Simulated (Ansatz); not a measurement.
# Effective masses and thermopower of CdSe under load (space group P6_3mc)

Data:

```yaml
crystal:
  lattice:
    - [4.32228, 0.00000, 0.00000]
    - [-2.16114, 3.74320, 0.00000]
    - [0.00000, 0.00000, 7.05410]
  atoms:
    - { symbol: Cd, position: [0.33333, 0.66667, 0.99963] }
    - { symbol: Cd, position: [0.66667, 0.33333, 0.49963] }
    - { symbol: Se, position: [0.33333, 0.66667, 0.37537] }
    - { symbol: Se, position: [0.66667, 0.33333, 0.87537] }
```

Calculation: r2SCAN with spin-orbit coupling, rigid bands (plane waves, PAW; Ansatz, an electronic-structure program). Condition of this run: hydrostatic pressure of -0.7 GPa (compression positive) (the target of the relaxation). Cell: cell and atoms relaxed with PBEsol, then loaded as said.

```
Property                                                                                                                                                              Value
---------------------------------------------------------------------------------------------------------------------------------------  ----------------------------------
band gap                                                                                                                                                            1.02 eV
electron conductivity mass (300 K, dilute)                                                                                               0.112 (x), 0.112 (y), 0.103 (z) mₑ
hole conductivity mass (300 K, dilute)                                                                                                      0.89 (x), 0.89 (y), 1.14 (z) mₑ
effective density of states N_c (300 K)                                                                                                                         8.3e17 cm⁻³
effective density of states N_v (300 K)                                                                                                                         2.3e19 cm⁻³
density-of-states mass, electrons                                                                                                                                  0.103 mₑ
density-of-states mass, holes                                                                                                                                       0.96 mₑ
Seebeck coefficient, n-type 1e19 cm⁻³, 300 K                                                                                                                       -69 μV/K
best n-type power factor at 300 K for τ = 10 fs (best axis; densities from 1e16 to 1e21 cm⁻³ tried, whether or not they can be reached)        1.31 μW/(cm·K²) at 3e18 cm⁻³
Seebeck coefficient, p-type 1e19 cm⁻³, 300 K                                                                                                                       319 μV/K
best p-type power factor at 300 K for τ = 10 fs (best axis; densities from 1e16 to 1e21 cm⁻³ tried, whether or not they can be reached)         5.9 μW/(cm·K²) at 1e20 cm⁻³
```

Rigid bands; masses and Seebeck coefficients take one relaxation time τ for all states and one kind of carrier; polarons and phonon drag are left out. Geometry: cell and atoms relaxed with PBEsol.
